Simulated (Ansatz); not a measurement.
The reference is CuI in the zinc blende structure (space group F-43m, No. 216; a = 6.079 Å).

(Cell as relaxed with PBE.)

Levels (all Ansatz, a quantum-chemistry and plane-wave program, PAW): PBE (420 eV, scalar-relativistic without spin-orbit coupling); PBEsol (420 eV, scalar-relativistic without spin-orbit coupling).

Each level relaxes its own structure.

| base | PBE | PBEsol |
|---|---|---|
| volume per atom | 28.09 Å³ | 26.19 Å³ |
| lattice parameter a | 607.9 pm | 593.9 pm |
| band gap | 1.10 eV | 1.17 eV |

Perturbation: cell and atoms relaxed at a pressure of 15 GPa.

```json
[
 {"quantity": "valley order (the lowest conduction-band minima on the path, energy above the VBM, named in the base's zone)", "PBE": "Γ 1.77 eV; X along ⟨100⟩ 2.23 eV; L along ⟨111⟩ 2.31 eV", "PBEsol": "___"},
 {"quantity": "shift of the gap caused by the change", "PBE": "+0.67 eV", "PBEsol": "___"},
 {"quantity": "electron mass", "PBE": "0.16 mₑ (at Γ)", "PBEsol": "___"}
]
```

Q: What does PBEsol give?

A: 
- valley order (the lowest conduction-band minima on the path, energy above the VBM, named in the base's zone), PBEsol: Γ 1.78 eV; X along ⟨100⟩ 2.03 eV; L along ⟨111⟩ 2.25 eV
- shift of the gap caused by the change, PBEsol: +0.61 eV
- electron mass, PBEsol: 0.15 mₑ (at Γ)

Both order the valleys alike; PBE's shift of the gap caused by the change lies 0.06 eV above PBEsol's. Neither level is exact; PBEsol is the comparison here, not a measurement.

With I present, leaving out spin-orbit coupling can change the band edges. Load acts through the strain it causes; cell and atoms are relaxed under it. Masses are band curvatures over ±0.01 Å⁻¹ around the edge. Stability against distortions was not tested. Tetrahedral semiconductors of this kind turn to denser phases somewhere between about 1 and 50 GPa; those were not computed, so compressed cells here can lie past the real transition. All final runs are without spin polarisation.
